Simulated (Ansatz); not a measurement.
Take PbZrO3 in the cubic perovskite structure (space group Pm-3m, No. 221; a = 4.141 Å; a cell from a computed database, its experimental status unchecked) as the base.

It is then changed as follows: every Pb is replaced by Si, then cell and atoms are relaxed.

Levels (all Ansatz, a program for electronic structure, PAW): PBEsol (420 eV, scalar-relativistic without spin-orbit coupling); HSE06 (420 eV, scalar-relativistic without spin-orbit coupling).

The geometry is relaxed with PBEsol.

| Item | Value |
|---|---|
| PBEsol lowest conduction level above the VBM at special points | X 1.24 eV; M 2.35 eV; Γ 3.79 eV |

Problem. Predict the lowest conduction level above the VBM at special points from HSE06.

Solution. The lowest conduction level above the VBM at special points goes from X 1.24 eV; M 2.35 eV; Γ 3.79 eV to X 2.29 eV; M 3.46 eV; Γ 5.33 eV.

Single points use the geometry relaxed with PBEsol. HSE06 was sampled on its mesh, a few special points and the semilocal edge points, so its gap is an upper bound. The levels and masses belong to the bands next to the band gap. No phonon test of stability was made. As relaxed here, ZrSiO3 is a hypothetical phase, not in the database extracts checked. Many cubic perovskites are stable only at high temperature; tilts and polar distortions were not tested.
